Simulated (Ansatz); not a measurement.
An Ansatz (an electronic-structure program) input (PBE (Ansatz; PAW; 420 eV plane waves; no spin-orbit coupling)):

Ansatz 0.2 input:
```yaml
crystal:
  lattice:
    - [0, 3.1561711381, 3.1561711381]
    - [3.1561711381, 0, 3.1561711381]
    - [3.1561711381, 3.1561711381, 0]
  atoms:
    - { symbol: S, position: [0.25, 0.25, 0.25] }
    - { symbol: Hg, position: [0, 0, 0] }
basis: { ecutwfc: 420, ecutrho_ratio: 4, xc_grid: 2, fft_grid_basis: typed }
kpoints: { mp_grid: { grid: [10, 10, 10] } }
hamiltonian:
  xc: pbe
  dispersion: none
  pseudopotentials: { kind: paw }
scf: { occupations: { method: fermi_dirac, width: 0.05 }, convergence: { dr2_threshold: 0.0000000002 } }
relax: { f_tol: 0.005, max_steps: 50 }
output: { forces: true, stress: true }
checkpoint: { write: state.ck, write_every: 1000 }
```

**Question.** Which symmetry and how many k-points will the program report, and about how many plane waves at Γ?

**Answer.** Space group F-43m (ITA 216) with 24 operations, k-points 47 of 1000, and 1243 plane waves at Γ.

**Question.** And the final pressure?

**Answer.** -5.33 GPa (compression positive).

The cells carry an imposed strain or load. Whether these cells are dynamically stable was not tested. All final runs are without spin polarisation. The cell was made from HgS in the zinc blende structure (space group F-43m, No. 216) by this change: isotropic strain +5.35 %.
